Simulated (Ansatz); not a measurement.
Ansatz (a program for electronic structure) run on TiCd (P4mm, 4 atoms in the cell): relaxation of the atoms.

Computed with LDA (PW92), default PAW files made with PBE (plane waves; Ansatz).

The change in words: one atom moved by 0.15 angstrom; relax: default → atoms; relax.f_tol: default → 0.02 eV/Å. Reference geometry:
```xyz
4
Lattice="2.9025 0.0000 0.0000 0.0000 2.9025 0.0000 0.0000 0.0000 9.0593" Properties=species:S:1:pos:R:3 pbc="T T T"
Ti     0.0000     1.4513     3.5446
Ti     1.4513     0.0000     5.5146
Cd     0.0000     1.4513     7.8514
Cd     1.4513     0.0000     1.2079
```

Reference input (self-consistent single point, DFT, LDA (PW92), plane waves, default PAW files made with PBE): basis.ecutwfc = 420 eV; kpoints.mp_grid.grid = 11 11 4; hamiltonian.xc = lda; hamiltonian.pseudopotentials = {kind: paw} (the program's default PAW files); scf.occupations.method = fermi_dirac; scf.occupations.width = 0.1 eV. This run's input differs from it in these lines:

```diff
@@ -7,3 +7,3 @@
   atoms:
-    - { symbol: Ti, position: [0.00000000, 0.50000000, 0.39127000] }
+    - { symbol: Ti, position: [0.00000000, 0.50000000, 0.40782800] }
     - { symbol: Ti, position: [0.50000000, 0.00000000, 0.60873000] }
@@ -20,2 +20,4 @@
   occupations: { method: fermi_dirac, width: 0.1 }
+relax:
+  f_tol: 0.02
 output:
```

Output, abridged:

```
   [... SCF lines of the steps left out ...]
relax step   1: F+E_penalty+E_count = -21136.61244274 eV  Δ(F+E_penalty+E_count) = +0.000e0 eV  max|allowed force component| = 8.742e-1 eV/Å  Δτ_max = 0.0000 Å  (6 SCF iters, dr2 threshold 1.00e-5 eV, accepted)
relax step   2: F+E_penalty+E_count = -21136.65327422 eV  Δ(F+E_penalty+E_count) = -4.083e-2 eV  max|allowed force component| = 4.800e-1 eV/Å  Δτ_max = 0.1608 Å  (6 SCF iters, dr2 threshold 4.78e-5 eV, accepted)
relax step   3: F+E_penalty+E_count = -21136.67188737 eV  Δ(F+E_penalty+E_count) = -1.861e-2 eV  max|allowed force component| = 6.650e-2 eV/Å  Δτ_max = 0.0688 Å  (6 SCF iters, dr2 threshold 1.44e-5 eV, accepted)
relax step   4: F+E_penalty+E_count = -21136.67292696 eV  Δ(F+E_penalty+E_count) = -1.040e-3 eV  max|allowed force component| = 1.488e-2 eV/Å  Δτ_max = 0.0175 Å  (6 SCF iters, accepted)
the relaxation is at rest under the 8 symmetry operations that the run kept from its start: a minimum is not shown …
Free energy (F): -21136.672927 eV
Internal energy: -21136.580391 eV  (E = F + TS)
E sigma→0 (E₀):  -21136.626659 eV
Entropy (-TS):   -0.092536 eV (-23.134 meV/atom)
Fermi energy:    14.012732 eV
--- Forces (eV/Å), atoms counted from 1 ---
  atom   1  Ti     0.00000000     0.00000000    -0.00036585
  atom   2  Ti    -0.00000000     0.00000000    -0.00540933
  atom   3  Cd    -0.00000000     0.00000000    -0.00903749
  atom   4  Cd     0.00000000     0.00000000     0.01490095
--- Stress (GPa, compression-positive) ---
       -7.474066       0.000000      -0.000000
   [... lines left out ...]
  F+E_penalty+E_count = -21136.67292696 eV   max|allowed force component| = 1.488e-2 eV/Å
  atoms:
    - { symbol: Ti, position: [2.571188867164807e-34, 0.5, 0.39691187679296563] }
    - { symbol: Ti, position: [0.5, 0.0, 0.6115163588415646] }
    - { symbol: Cd, position: [-3.4006046307663574e-34, 0.5, 0.8679379252629124] }
    - { symbol: Cd, position: [0.5, 0.0, 0.14019183910255742] }
```

The run converged. 

Summary of the result:
* **Free energy E − TS (on the zero of these files)**: -21136.6729 eV
* **Fermi level (on the code's own zero)**: 14.01 eV
* **Pressure**: -7.36 GPa
* **Largest force (vector length)**: 0.015 eV/Å
* **Relaxation steps**: 4

The starting cell comes from a database of computed structures (which also holds hypothetical and non-ambient phases and stackings), without a prior relaxation at this level. Its lattice was rescaled by up to half a per cent. For this run, on top of that: one atom moved by 0.15 angstrom. Spin polarisation is off. The relaxation keeps the symmetry of its start, so its end need not be a minimum. Ansatz's pressure includes its estimate of the finite-basis (Pulay) stress.

Cost on one core of a shared machine: roughly 60 s.

Keys are those of Ansatz 0.2.
